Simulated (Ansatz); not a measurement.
Take a 16-atom supercell of BN in the wurtzite structure (space group P6_3mc, No. 186) at its relaxed geometry as the base.

```
CELL_PARAMETERS angstrom
      5.10906     0.00000     0.00000
     -2.55453     4.42457     0.00000
      2.55453     4.42457     4.22457
ATOMIC_POSITIONS crystal
  B  0.33342 0.16676 0.99991
  B  0.33342 0.66676 0.99991
  B  0.83342 0.16676 0.99991
  B  0.83342 0.66676 0.99991
  B  0.66676 0.83342 0.49991
  B  0.66676 0.33342 0.49991
  B  0.16676 0.83342 0.49991
  B  0.16676 0.33342 0.49991
  N  0.70804 0.54138 0.62529
  N  0.70804 0.04138 0.62529
  N  0.20804 0.54138 0.62529
  N  0.20804 0.04138 0.62529
  N  0.04138 0.20804 0.12529
  N  0.04138 0.70804 0.12529
  N  0.54138 0.20804 0.12529
  N  0.54138 0.70804 0.12529
```

Computed with PBE, PAW, 420 eV (Ansatz, a first-principles code; spin-orbit coupling left out).

Base values:

* **Pressure**: 0.0 GPa

Perturbation: one H atom is added in an open site, starting 1.57 Å from the nearest host atom, atoms relaxed at fixed cell, starting from a slightly rattled geometry.

Q: Estimate the effect on the largest displacement of a host atom from its site in the perfect cell and pressure.

A: The largest displacement of a host atom from its site in the perfect cell amounts to 0.04 Å; the pressure goes from zero to 10.1 GPa.

Other magnetic orders, which the real material may have, were not ruled out. In so small a cell the defect repeats every few ångströms: this is an ordered compound, not a dilute defect. A case with no gap was solved on a k-mesh chosen for an insulator, which is coarse for it. The defect cell is spin-polarised and ends with 1.0 μB.
